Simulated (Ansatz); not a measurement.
Amorphous cells of Ge, O, Si: the gap between the highest filled and lowest empty level at the zone centre, by PBE and by a single point of HSE06 on the same geometry (PBE, scalar-relativistic without spin-orbit coupling (plane waves to 420 eV, PAW; Ansatz, a first-principles code); exact exchange cut at the cells' faces). The networks come from melt-quench runs on the CHGNet potential at compositions and starting densities chosen by hand, with anions pushed apart in the CHGNet dynamics, and DFT then relaxed them. The cells are small and were quenched far faster than real films, so single cells scatter. Defect or tail levels can set these gaps. The rows are the first to finish with both values and no moments.

```csv
cell,PBE gap x (eV),HSE06 gap y (eV)
"A (Si16Ge8O48, 2.78 g/cm3)",3.11,4.96
"B (Si12Ge12O48, 2.83 g/cm3)",3.49,5.30
"C (Si21Ge3O47, 2.49 g/cm3)",3.83,5.25
"D (Si21Ge3O48, 2.40 g/cm3)",4.41,withheld
"E (Si24O50Ge, 2.21 g/cm3)",4.64,6.53
"F (Si24O50Ge, 2.32 g/cm3)",4.84,6.78
```

Q: Fit a straight line through the 5 full rows and predict the withheld value for D (Si21Ge3O48, 2.40 g/cm3).

A: Means: x = 3.982, y = 5.764. Slope = Σ(Δx Δy) / Σ(Δx²) = 2.383 / 2.195 = 1.09; the r.m.s. residual is 0.177. Prediction: 5.764 + 1.09 × (4.41 − 3.982) = 6.23. The run gave 6.33, 0.10 above the line.
